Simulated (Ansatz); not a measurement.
## What biaxial strain −3.30 %, plane normal [001], relaxed out of plane does to CsCaBr3

Take CsCaBr$_{3}$ in the cubic perovskite structure (space group Pm-3m, No. 221; a = 5.640 Å; a cell from a computed database, its experimental status unchecked) as the base. Axes: x, y, z lie along the cube axes.

The change: biaxial strain −3.30 %, plane normal [001], relaxed out of plane (Cartesian); in-plane vectors clamped, the third vector and the atoms free.

Method: Ansatz (a program for electronic structure), PBEsol, PAW, cutoff 420 eV, scalar-relativistic without spin-orbit coupling. k-mesh 6×6×6 (Γ-centred); smearing 0.05 eV (Fermi–Dirac).

| quantity | base | changed | shift |
|---|---|---|---|
| volume per atom | 35.88 Å³ | 33.96 Å³ | -1.92 Å³ |
| shortest interatomic distance | 2.820 Å | 2.727 Å | -0.093 Å |
| energy relative to the base (free energy F) | 0 meV/atom | +15 meV/atom | +15 meV/atom |
| pressure (mean of the normal stresses, compression positive) | 0.00 GPa | 1.51 GPa | +1.51 GPa |
| band gap | 4.40 eV | 4.48 eV | +0.073 eV |
| gap character | – | indirect, A → Γ | – |
| smallest direct gap | 4.65 eV | 4.76 eV | +0.11 eV |
| electron mass | 0.32 mₑ (at Γ) | 0.29 mₑ out of plane, 0.33 mₑ in plane (at Γ) | – |
| valley order (the lowest conduction-band minima on the path, energy above the VBM, named in the base's zone) | Γ 4.40 eV | Γ 4.48 eV; R along [111] 5.84 eV | – |
| out-of-plane strain | – | +1.21 % | – |
| ratio −ε⊥/ε∥ | – | 0.37 | – |
| mean in-plane stress (compression positive) | – | +2.3 GPa | – |

Final structure (turned so that z lies along the plane normal):

```
CsCaBr3
1.0
    5.45407     0.00000     0.00000
    0.00000     5.45407     0.00000
    0.00000     0.00000     5.70830
Cs Ca Br
1 1 3
Direct
  0.00000   0.00000   0.00000
  0.50000   0.50000   0.50000
  0.50000   0.00000   0.50000
  0.00000   0.50000   0.50000
  0.50000   0.50000   0.00000
```

Cost of the whole job for the changed cell (relaxation, final SCF and bands): very roughly 70 core-seconds.

Effective masses come from finite differences of ±0.01 Å⁻¹. Whether these cells are dynamically stable was not tested. Many cubic perovskites are stable only at high temperature; tilts and polar distortions were not tested. k-point labels follow each cell's own Brillouin zone.
